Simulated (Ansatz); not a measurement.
# SrTiO3: pressure 1.5 GPa

Consider SrTiO$_{3}$ in the cubic perovskite structure (space group Pm-3m, No. 221; a = 3.8542 Å).

The change: a hydrostatic pressure of 1.5 GPa.

The values are results of plane-wave PAW DFT at the LDA level (Ansatz, a program for electronic structure, 420 eV), spin-orbit coupling left out, not measurements. Settings: 9×9×9 k-points, 0.05 eV Fermi–Dirac smearing.

The volume per atom decreases by 0.08 Å³ to 11.37 Å³ and the density increases by 0.04 g/cm³, from 5.32 g/cm³ to 5.36 g/cm³. The lattice parameter a drops by 0.009 Å to 3.845 Å and the shortest interatomic distance shrinks by 0.005 Å to 1.922 Å. The enthalpy H = E + PV relative to the base's energy amounts to +0.11 eV/atom and the band gap rises by 0.01 eV (1.85 eV → 1.86 eV). The gap character stays indirect, R → Γ and the smallest direct gap stays essentially unchanged (2.17 eV against 2.18 eV).

Final structure:

```
CELL_PARAMETERS angstrom
      3.84479     0.00000     0.00000
      0.00000     3.84479     0.00000
      0.00000     0.00000     3.84479
ATOMIC_POSITIONS crystal
  Sr 0.00000 0.00000 0.00000
  Ti 0.50000 0.50000 0.50000
  O  0.50000 0.00000 0.50000
  O  0.00000 0.50000 0.50000
  O  0.50000 0.50000 0.00000
```

Load acts through the strain it causes; cell and atoms are relaxed under it. No phonon test of stability was made. The final runs are not spin-polarised. Many cubic perovskites are stable only at high temperature; tilts and polar distortions were not tested.
